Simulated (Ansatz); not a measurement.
Structures of equal composition on the (111) surface of fcc Ni, ferromagnetic: a layer of Ge in place of the second plane; a layer of Ge in place of the third plane. The slabs share one bottom face, and each structure is named by its start. These are constructed structures in small cells; real faces may alloy, dewet or reconstruct in larger ones, and not all known structures of the face are among them. Slabs of about 10 Å with all that they carry, Fermi-Dirac smearing of 0.1 eV. Bottom of the slabs: a bare face, its two planes held. Relaxed from the named starts with such symmetry as they have, on meshes of like density; energies extrapolated to zero smearing; no spin-orbit coupling, no U. Spin-polarised runs, if any, are marked in brackets, and their order is one that fits the cell; the others ran without spin. Where a second, spin-polarised start was run, the lower counts.

Level of theory: PBE (plane waves to 420 eV, PAW; Ansatz, an electronic-structure program).

Put the candidates in order of energy per 1x1 cell, lowest first, for PBE.

a layer of Ge in place of the second plane (0.000 eV [spin, 2.3 μB a cell]), a layer of Ge in place of the third plane (0.050 eV [spin, 2.4 μB a cell])
